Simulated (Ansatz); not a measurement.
Given:

```
CELL_PARAMETERS angstrom
      0.00000     2.93894     2.93894
      2.93894     0.00000     2.93894
      2.93894     2.93894     0.00000
ATOMIC_POSITIONS crystal
  S  0.75000 0.75000 0.75000
  Cd 0.00000 0.00000 0.00000
```

No spin polarisation.

Calculations: r2SCAN (Ansatz, a first-principles code), no SOC. Γ-centred 10×10×10 mesh, Fermi–Dirac width 0.05 eV.

Task: Predict the hole mass, band gap and electron mass.

Result: The hole mass (degenerate bands, along [100]) is 0.16, 0.78, 0.78 mₑ (at Γ). The band gap comes out as 1.54 eV. The electron mass is 0.15 mₑ (at Γ).

Masses are band curvatures over ±0.01 Å⁻¹ around the edge. Stability against distortions was not tested. The cell was made from CdSe by this change: Se → S.
